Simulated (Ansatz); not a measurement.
The parent structure is LiF in the rock salt structure (space group Fm-3m, No. 225).

```yaml
crystal:
  lattice:
    - [0.00000, 2.03401, 2.03401]
    - [2.03401, 0.00000, 2.03401]
    - [2.03401, 2.03401, 0.00000]
  atoms:
    - { symbol: Li, position: [0.00000, 0.00000, 0.00000] }
    - { symbol: F, position: [0.50000, 0.50000, 0.50000] }
```

Cartesian axes are those of the cell as printed.

Computed with DFT with PBE, PAW potentials and a 420 eV plane-wave cutoff in Ansatz (an electronic-structure program), scalar-relativistic without spin-orbit coupling.

Now apply this change: the cell is scaled by 1.0100 in all directions; the atoms relax in the strained cell.

Problem. Predict the stress tensor and what it implies for the stiffness.

Solution. Stress of the strained cell less that of the base (GPa, compression positive):
```
  -1.89    0.00    0.00
   0.00   -1.89    0.00
   0.00    0.00   -1.89
```

Then B = −ΔP/(ΔV/V₀) with ΔV/V₀ = 0.0303 gives secant stiffness values (nonlinear terms included at this strain): B ≈ 62 GPa.

No phonon test of stability was made.
